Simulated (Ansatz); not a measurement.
Band structure of KAlH3 (Pm-3m, 5 atoms in the cell).

```xyz
5
Lattice="3.9817 0.0000 0.0000 0.0000 3.9817 0.0000 0.0000 0.0000 3.9817" Properties=species:S:1:pos:R:3 pbc="T T T"
K      1.9908     1.9908     1.9908
Al     0.0000     0.0000     0.0000
H      0.0000     1.9908     0.0000
H      1.9908     0.0000     0.0000
H      0.0000     0.0000     1.9908
```

Method: LDA (PW92), PAW files made with PBE (plane waves; Ansatz, a first-principles code).

Settings: kpoints.mp_grid.grid = 8 8 8; hamiltonian.xc = lda; hamiltonian.pseudopotentials = {kind: paw} (the program's default PAW files); scf.occupations.method = fermi_dirac; scf.occupations.width = 0.0073 Ry; kpoints.band_path.npoints = 8.

The starting cell comes from a database of computed structures (which also holds hypothetical and non-ambient phases and stackings), without a prior relaxation at this level.

Levels in eV from the Fermi level, bands 4 to 11:
```csv
point,4,5,6,7,8,9,10,11
Γ,-14.93,-9.52,-3.43,-3.43,1.27,1.27,1.27,5.20
X,-14.90,-7.92,-6.22,-2.96,1.13,1.13,2.98,3.59
M,-14.88,-7.07,-5.38,-5.38,0.56,1.25,2.67,3.84
R,-15.08,-5.58,-5.58,-5.58,-3.75,2.63,2.63,2.63
```

Bands cross the Fermi level along this path, so the cell is metallic at this level.

Keys are those of Ansatz 0.2.
